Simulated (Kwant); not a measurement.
Device: wire with a row of barriers in a GaAs two-dimensional gas. Effective mass 0.067 mₑ, grid spacing 12 nm, hard walls, nominal width 300 nm (25 grid rows, so walls 312 nm apart), one parabolic valley, scattering region 1200 nm long along x; energies count from the band bottom; Fermi energy swept from 4.9888e-05 to 0.00059242 eV. 4 barrier(s) across the wire, height 0.0057 eV, thickness 24 nm (about 2 grid columns), spaced by 144 nm.

The device is made up for the run: typed textbook-type constants, with dimensions and the other settings drawn at random.

Computed with Kwant: effective-mass tight-binding model on a square grid, one spin, coherent transport at 0 K. Conductance is in e²/h.

Question: How many channels do the leads carry at E = 0.193 meV?

Answer: The hard-wall thresholds are n² ħ²π²/(2mW²) = n² × 0.0577 meV with W = 312 nm. √(0.193/0.0577) = 1.83, so 1.
